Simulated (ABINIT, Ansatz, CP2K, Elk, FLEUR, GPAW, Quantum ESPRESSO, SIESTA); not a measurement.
## C (Fd-3m, 2 atoms in the cell) computed with different codes at matched settings

Self-consistent single point.

```
C
1.0
    0.00000     1.75545     1.75545
    1.75545     0.00000     1.75545
    1.75545     1.75545     0.00000
C
2
Cartesian
  1.75545   1.75545   1.75545
  2.63318   2.63318   2.63318
```

All programs got the same cell, k-point mesh and kind of occupations (in Ansatz's words: kpoints.mp_grid.grid = 13 13 13; scf.occupations.method = fermi_dirac; scf.occupations.width = 0.05 eV); potentials, basis and cutoffs are each program's usual ones.

```csv
code,model,pressure (GPa),gap on the mesh (eV),k-points,cutoff
SIESTA,"GGA PBE, numerical atomic orbitals DZP, PseudoDojo PBE standard norm-conserving potentials (rewritten from UPF to PSML)",32.91,4.380,1099,grid 400 Ry
Ansatz,"PBE, default PAW files",23.44,4.253,84,default
Quantum ESPRESSO,"PBE, PseudoDojo standard norm-conserving (PBE) pseudopotentials",24.78,4.309,84,85 Ry
FLEUR,"PBE, all-electron FLAPW (FLEUR), scalar-relativistic valence",–,4.266,84,Kmax 4.5 1/bohr
ABINIT,"PBE, norm-conserving pseudopotentials (PseudoDojo nc-sr-05 PBE standard)",24.67,4.309,84,82 Ry
Elk,"PBE, all-electron FP-LAPW, Elk's shipped species files, APW+lo basis with extra local orbitals",–,4.261,84,rgkmax 8
CP2K,"PBE, GPW, DZVP-MOLOPT-SR-GTH basis, GTH-PBE potentials (GTH_POTENTIALS)",25.87,4.391,1099,grid 400 Ry
GPAW,"PBE, GPAW PAW datasets PBE (gpaw-data 1.0.1)",–,4.248,84,950 eV
```

A dash marks a value that a program does not give, or that is left out as unsure.

Gaps are read on the mesh.

The spread over the programs that give each value: pressure within 9.47 GPa; gap on the mesh within 0.143 eV.

The starting cell comes from a database of computed structures (which also holds hypothetical and non-ambient phases and stackings), without a prior relaxation at this level. Its lattice was rescaled by a random factor within 2.5 % of one. On Ansatz's run: In the base run, with a pressure of about 24 GPa the cell is away from its equilibrium volume at this level.

Why do the programs differ, and what cannot be compared?

Differences of this kind can come from the potentials, where these differ, and from what each basis and cutoff leave unconverged. The zero of total energies and Fermi levels follows the potentials and each program's conventions, so they are not compared here. SIESTA and CP2K use small atom-centred bases, whose incompleteness enters pressures, forces and empty levels differently from a plane-wave cutoff. FLEUR and Elk treat all electrons, but the usual bases taken here (sphere radii, linearisation, local orbitals, empty states) were not tested for convergence, so the values are no reference for the others. Ansatz's pressure is given at a fixed set of plane waves, as the other plane-wave codes print theirs; with its correction for the finite basis it is 24.47 GPa (the shift of 1.03 GPa shows how far the cutoff is from converged). The pressure of GPAW is left out: its cutoff lies under the one at which its stress was checked. The programs reduce the same mesh by symmetry to different extents, which changes the work and not the result. In the pressure, SIESTA (by 8.24), Ansatz (by 1.23) and CP2K (by 1.20) lie more than 1 GPa from the median of the plane-wave programs.

Ansatz is a program for electronic structure.

Keys are those of Ansatz 0.2.
